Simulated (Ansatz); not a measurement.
Base system: Mo$_{3}$Si in the A15 (Cr3Si type) structure (space group Pm-3n, No. 223; a = 4.885 Å). Axes: x, y, z lie along the cube axes.

All numbers come from r2SCAN (Ansatz, a program for electronic structure, PAW, spin-orbit coupling left out), earlier PAW set.

Base values:

- Pressure: 0.0 GPa
- Shortest interatomic distance: 4.616 bohr
- Band gap: zero

Perturbation: strain tensor (xx, yy, zz, yz, xz, xy) = (+0.64, −0.08, −0.33, +0.55, +0.40, −0.35) %; the atoms relax in the strained cell.

Question: Predict the new pressure.

Answer: The pressure (mean of the normal stresses, compression positive) goes from zero to -0.5 GPa.

Question: What does the calculation give for the energy relative to the base after the change?

Answer: The energy increases by 2.1 meV/atom.

Question: What happens to the shortest interatomic distance?

Answer: The shortest interatomic distance falls by 0.0163 bohr, from 4.616 bohr to 4.599 bohr.

Question: Predict the new band gap.

Answer: The band gap is still zero.

Without a gap, meshes like the base's 10×10×10 leave anisotropic stresses uncertain by several tenths of a GPa, and small strain energies with them. Whether these cells are dynamically stable was not tested. The final runs are not spin-polarised.
